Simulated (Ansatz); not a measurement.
Start from HfO₂ in the fluorite structure (space group Fm-3m, No. 225; a = 5.058 Å).

Levels (all Ansatz, a program for electronic structure, PAW): r2SCAN (500 eV, without spin-orbit coupling); HSE06+SOC (420 eV, noncollinear with spin-orbit coupling).

The geometry is relaxed with r2SCAN.

- r2SCAN band gap: 4.30 eV

Problem. How does going to HSE06+SOC change the band gap?

Solution. The band gap rises by 1.11 eV (4.30 eV → 5.41 eV).

Single points use the geometry relaxed with r2SCAN. The hybrid gap comes from the SCF mesh plus the semilocal run's edge points and a few special points and is an upper bound. The spin-orbit shifts are approximate. Spin-orbit coupling, missing from the scalar runs, can matter with Hf. Whether these cells are dynamically stable was not tested. This is not the structure that HfO2 has at room temperature and ambient pressure.
